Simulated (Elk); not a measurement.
**Elk run on Be3Ir (I4/mmm, 4 atoms in the cell): self-consistent single point**

Level of theory: LDA (PW92), all-electron FP-LAPW, Elk's shipped species files, default APW+lo basis run with Elk.

This input was run:

```
tasks
  0

rmtscf
  0.89

swidth
  0.00183747

maxscl
  100

scale
  8.119596215

avec
   -0.3796592724    0.3796592724    0.8436336134
    0.3796592724   -0.3796592724    0.8436336134
    0.3796592724    0.3796592724   -0.8436336134

sppath
  './'

atoms
  2
  'Be.in'
  3
  0.7500000000  0.2500000000  0.5000000000    0.0 0.0 0.0
  0.2500000000  0.7500000000  0.5000000000    0.0 0.0 0.0
  0.5000000000  0.5000000000  0.0000000000    0.0 0.0 0.0
  'Ir.in'
  1
  0.0000000000  0.0000000000  0.0000000000    0.0 0.0 0.0

ngridk
  7 7 7
```

The program printed (abridged):

```
│ Elk code version 10.2.4 │

All units are atomic (Hartree, Bohr, etc.)

│ Ground-state run starting from atomic densities │

Lattice vectors :
  -3.082679991       3.082679991       6.849964294
   3.082679991      -3.082679991       6.849964294
   3.082679991       3.082679991      -6.849964294

Unit cell volume      :    260.3785392
Brillouin zone volume :   0.9526522970

Muffin-tin inner radius fraction :   0.1000000000E-01

Nuclei treated as point charges

Species :    1 (Be)
 parameters loaded from : Be.in
 name : beryllium
 nuclear charge    :   -4.000000000
 electronic charge :    4.000000000
 atomic mass :    16428.20279
 muffin-tin radius :    1.602000000
 number of radial points in muffin-tin :    297
 atomic positions (lattice), magnetic fields (Cartesian) :
   1 :  -0.25000000  0.25000000  0.50000000    0.00000000  0.00000000  0.00000000
   2 :   0.25000000 -0.25000000  0.50000000    0.00000000  0.00000000  0.00000000
   3 :   0.50000000  0.50000000  0.00000000    0.00000000  0.00000000  0.00000000

Species :    2 (Ir)
 parameters loaded from : Ir.in
 name : iridium
 nuclear charge    :   -77.00000000
 electronic charge :    77.00000000
 atomic mass :    350390.1559
 muffin-tin radius :    2.492000000
 number of radial points in muffin-tin :    697
 atomic positions (lattice), magnetic fields (Cartesian) :
   1 :   0.00000000  0.00000000  0.00000000    0.00000000  0.00000000  0.00000000

Total number of atoms per unit cell :    4

Spin treatment :
 spin-unpolarised

Number of Bravais lattice symmetries :   16
Number of crystal symmetries         :   16
Crystal has inversion symmetry
Real symmetric eigensolver will be used

k-point grid :      7     7     7
k-point offset :    0.000000000       0.000000000       0.000000000
k-point set is reduced with full crystal symmetry group
Total number of k-points :       40

Muffin-tin radius times maximum |G+k| :    7.000000000
 using average radius
Maximum |G+k| for APW functions       :    3.836667580
Maximum (1/2)|G+k|²                   :    7.360009060
Maximum |G| for potential and density :    12.00000000
 potential will be trimmed for |G| > 2 gkmax
Constant for pseudocharge density :    7
Radial integration step length :    4

G-vector grid sizes :     32    32    32
Number of G-vectors :     7623

Maximum angular momentum used for
 APW functions                      :    8
 outer part of muffin-tin           :    6
 inner part of muffin-tin           :    1

Total nuclear charge    :   -89.00000000
Total core charge       :    54.00000000
Total valence charge    :    35.00000000
Total excess charge     :    0.000000000
Total electronic charge :    89.00000000

Effective Wigner radius, rₛ :   0.8872422001

Number of empty states         :   16
Total number of valence states :   34
Total number of core states    :   54

Total number of local-orbitals :   43

Exchange-correlation functional :      3     0     0
 Perdew-Wang/Ceperley-Alder, Phys. Rev. B 45, 13244 (1992)
 gradient requirement :    0
 local density approximation (LDA)

Smearing type :    3
 Fermi-Dirac
Smearing width :   0.1837470000E-02
Effective electronic temperature (K) :    580.2271348

Mixing type :    3
 Broyden mixing, J. Phys. A: Math. Gen. 17, L317 (1984)

Kohn-Sham potential initialised from atomic data

│ Self-consistent loop started │
│ Loop number : 1 │
 total energy                :     -17877.1504408
│ Loop number : 2 │
 total energy                :     -17878.0124062
RMS change in Kohn-Sham potential (target) :   0.1427700847     (  0.1000000000E-05)
Absolute change in total energy (target)   :   0.8619654577     (  0.1000000000E-03)
│ Loop number : 3 │
 total energy                :     -17882.5863598
RMS change in Kohn-Sham potential (target) :   0.1053176904     (  0.1000000000E-05)
Absolute change in total energy (target)   :    4.789444919     (  0.1000000000E-03)
│ Loop number : 4 │
 total energy                :     -17885.3413932
RMS change in Kohn-Sham potential (target) :   0.7902847319E-01 (  0.1000000000E-05)
Absolute change in total energy (target)   :    3.952394661     (  0.1000000000E-03)
│ Loop number : 5 │
 total energy                :     -17888.2656988
RMS change in Kohn-Sham potential (target) :   0.4540895538E-01 (  0.1000000000E-05)
Absolute change in total energy (target)   :    3.912404212     (  0.1000000000E-03)
│ Loop number : 6 │
 total energy                :     -17890.7558727
RMS change in Kohn-Sham potential (target) :   0.1486233742E-01 (  0.1000000000E-05)
Absolute change in total energy (target)   :    3.468275006     (  0.1000000000E-03)
│ Loop number : 7 │
 total energy                :     -17892.0045695
RMS change in Kohn-Sham potential (target) :   0.4470699691E-03 (  0.1000000000E-05)
Absolute change in total energy (target)   :    2.115765477     (  0.1000000000E-03)
│ Loop number : 8 │
 total energy                :     -17891.9473110
RMS change in Kohn-Sham potential (target) :   0.1943406267E-03 (  0.1000000000E-05)
Absolute change in total energy (target)   :   0.4716828663     (  0.1000000000E-03)
│ Loop number : 9 │
 total energy                :     -17891.9485008
RMS change in Kohn-Sham potential (target) :   0.1068824965E-03 (  0.1000000000E-05)
Absolute change in total energy (target)   :   0.1191105927     (  0.1000000000E-03)
│ Loop number : 10 │
 total energy                :     -17891.9687901
RMS change in Kohn-Sham potential (target) :   0.1159860011E-04 (  0.1000000000E-05)
Absolute change in total energy (target)   :   0.5006696098E-01 (  0.1000000000E-03)
│ Loop number : 11 │
 total energy                :     -17891.9689972
RMS change in Kohn-Sham potential (target) :   0.1915429893E-05 (  0.1000000000E-05)
Absolute change in total energy (target)   :   0.1272374758E-01 (  0.1000000000E-03)
│ Loop number : 12 │
 total energy                :     -17891.9691324
RMS change in Kohn-Sham potential (target) :   0.1326280028E-05 (  0.1000000000E-05)
Absolute change in total energy (target)   :   0.3316141949E-02 (  0.1000000000E-03)
│ Loop number : 13 │
 total energy                :     -17891.9690041
RMS change in Kohn-Sham potential (target) :   0.9170085504E-07 (  0.1000000000E-05)
Absolute change in total energy (target)   :   0.7007372951E-03 (  0.1000000000E-03)
│ Loop number : 14 │
 total energy                :     -17891.9690007
RMS change in Kohn-Sham potential (target) :   0.9212181050E-07 (  0.1000000000E-05)
Absolute change in total energy (target)   :   0.1718553904E-03 (  0.1000000000E-03)
│ Loop number : 15 │
 total energy                :     -17891.9690030
RMS change in Kohn-Sham potential (target) :   0.3605064821E-07 (  0.1000000000E-05)
Absolute change in total energy (target)   :   0.4520603397E-04 (  0.1000000000E-03)
Convergence targets achieved

│ Loop number : 16 │

Energies :
 Fermi                       :     0.353189561199
 sum of eigenvalues          :     -10974.9921921
 electron kinetic            :      20380.3056848
 core electron kinetic       :      19609.1164717
 Coulomb                     :     -37924.9845923
 Coulomb potential           :     -30894.3748992
 nuclear-nuclear             :     -1218.59786173
 electron-nuclear            :     -42518.3985620
 Hartree                     :      5812.01183142
 Madelung                    :     -22477.7971427
 xc potential                :     -460.922977720
 exchange                    :     -338.512374055
 correlation                 :     -8.77703529666
 electron entropic           :    -0.690567309347E-03
 total energy                :     -17891.9690075

Density of states at Fermi energy :    67.69676043
 (states/Hartree/unit cell)

Estimated indirect band gap :   0.4153868740E-03
 from k-point     28 to k-point     20
Estimated direct band gap   :   0.1671760999E-01
 at k-point     20

Charges :
 core                        :    54.00000000
 valence                     :    35.00000000
 interstitial                :    5.525731498
 muffin-tins (core leakage)
  species :    1 (Be)
   atom    1                 :    2.586448206     (  0.3447652220E-02)
   atom    2                 :    2.586448206     (  0.3447652220E-02)
   atom    3                 :    2.607669934     (  0.3472039161E-02)
  species :    2 (Ir)
   atom    1                 :    75.69370216     (  0.1197953216E-02)
 total in muffin-tins        :    83.47426850
 total calculated charge     :    88.98363807
 total charge                :    89.00000000
 error                       :   0.1636193338E-01

│ Self-consistent loop stopped │
```

The run converged in 16 iterations. The count includes the last loop, which Elk runs after its targets are met.

The starting cell comes from a database of computed structures (which also holds hypothetical and non-ambient phases and stackings), without a prior relaxation at this level. Its lattice was rescaled by a random factor within 2.5 % of one. Spin-orbit coupling is off. Spin polarisation is off. Values depend on the basis (sphere radii, cutoffs, local orbitals), which need not be converged. The log's line on a gap gives a spacing of levels on this mesh, which the program prints for metals too.
